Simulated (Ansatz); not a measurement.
**Defect calculation: B on the C site + B on the C site + H interstitial in diamond**

These are PBE, PAW (plane waves to 420 eV; Ansatz, a program for electronic structure) values and carry that method's errors. Cell: 216 sites, 3×3×3; final energies on a 2×2×2 shifted mesh. Site at the start: a built cluster, 1.5 Å across. Energies of charged states are corrected for periodic images (point charge plus alignment at distant sites). Dielectric constants: PBE linear response of the host. Host gap at this level: 4.13 eV. These values are not converged in cell size to better than tenths of an eV. PBE underestimates the host's gap, which shifts levels and can delocalise carriers. Spin–orbit coupling is left out. Each state is the lowest found from its start.

Formation energies E_f are given with the Fermi level at the valence-band maximum. Chemical conditions: impurity bounded by its compound with the host (Δμ(C) = 0.14 eV, Δμ(B) = -0.16 eV, Δμ(H) = -0.35 eV, bounded by B4C (Cm), CH4 molecule; only phases computed here count, gases as isolated molecules at 0 K). Reference phases: B: alpha boron, C: graphite, H: H2 molecule in a box.

```json
[
 {"charge": "+1†", "moment (μB)": "not spin-polarised", "point group": "–", "largest move off a lattice site (Å)": "0.17", "image correction with alignment (eV)": "0.13", "E_f, impurity bounded by its compound with the host (eV)": "–"},
 {"charge": "0*", "moment (μB)": "quenched", "point group": "C1", "largest move off a lattice site (Å)": "0.17", "image correction with alignment (eV)": "–", "E_f, impurity bounded by its compound with the host (eV)": "–"},
 {"charge": "−1", "moment (μB)": "not spin-polarised", "point group": "C1", "largest move off a lattice site (Å)": "0.16", "image correction with alignment (eV)": "0.30", "E_f, impurity bounded by its compound with the host (eV)": "4.54"}
]
```

* At this level the carrier isn't localised at the defect: at charge 0 holes occupy the valence band. Such a state is shallow or no state of the defect, and this cell gives it no level.

† Not settled in this cell, so no level is given: charge +1: carriers not clearly localised, level within 0.1 eV of a band edge or past it.

Point groups are those of the whole cell at tolerances of 0.03 and 0.1 Å ("near" where only the looser one holds); none is given for unsettled states.

Starting moments that weren't kept: charge 0 began with 1 μB and ended with 0.0.

Flagged in the runs: a doubtful potential alignment.
